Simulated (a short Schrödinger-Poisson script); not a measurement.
Gated Al0.25Ga0.75As/GaAs δ-doped gas

System: gated Al0.25Ga0.75As/GaAs δ-doped gas, at 20 K.

| layer | material | thickness (nm) | Na (cm⁻³) |
|---|---|---|---|
| 1 | Al0.25Ga0.75As | 15 | - |
| 2 | Al0.25Ga0.75As | 2 | - |
| 3 | GaAs | 6000 | 2e15 |

Constants are typed, rounded textbook-type inputs, not results; the design itself was drawn at random and stands for no fabricated device. Al0.25Ga0.75As: permittivity 12.19, conduction-band edge (eV) 0.198, gap (eV) 1.736, electron mass (mₑ) 0.0878, Nv at 300 K (cm⁻³) 9e18. GaAs: permittivity 12.9, conduction-band edge (eV) 0, gap (eV) 1.424, Nv at 300 K (cm⁻³) 9e18.

Channel valleys (confinement mass, in-plane density-of-states mass, number): Γ 0.067, 0.067, 1. At the gate the conduction-band edge of layer 1 lies 0.95 eV − eVg above the Fermi level of the channel; the field vanishes at the back. Sheet of ionised δ-doping: +3.7e12 e/cm² at 15 nm from the gate. The barrier under the gate holds no holes. Gaps are held at their typed values at every temperature. Mesh 0.08 nm at interfaces.

From a short Schrödinger-Poisson script (our own, NumPy): 1D Poisson equation in equilibrium, electrons quantum, Hartree (BenDaniel-Duke, 40 states a valley, the channel's in-plane mass for all, wave functions free to enter the barrier), parabolic valleys, classical holes, full ionisation, no traps, pinning or gate leakage.

| Vg (V) | electrons (cm⁻²) | in the channel layer | C (μF/cm²) | Γ E0 (meV) | Γ E1 (meV) |
|---|---|---|---|---|---|
| 0.5 | 1.51e12 | 1.39e12 | 0.536 | -50.8 | -2.9 |
| 0.45 | 1.34e12 | 1.25e12 | 0.529 | -46.3 | -1.1 |
| 0.4 | 1.18e12 | 1.11e12 | 0.521 | -41.5 | 1.1 |
| 0.35 | 1.02e12 | 9.66e11 | 0.511 | -36.3 | 4.3 |
| 0.3 | 8.63e11 | 8.22e11 | 0.503 | -30.8 | 8.2 |
| 0.25 | 7.07e11 | 6.78e11 | 0.497 | -25.2 | 12.2 |
| 0.2 | 5.53e11 | 5.34e11 | 0.491 | -19.8 | 16.2 |
| 0.15 | 4.01e11 | 3.90e11 | 0.483 | -14.3 | 19.9 |
| 0.1 | 2.52e11 | 2.46e11 | 0.473 | -9.0 | 23.4 |
| 0.05 | 1.07e11 | 1.05e11 | 0.456 | -3.6 | 26.8 |
| 0 | 3.62e7 | 3.57e7 | 0.0153 | 12.4 | 41.1 |

Gate voltages with under 1e6 electrons/cm² are left out.

Subbands count from the Fermi level.
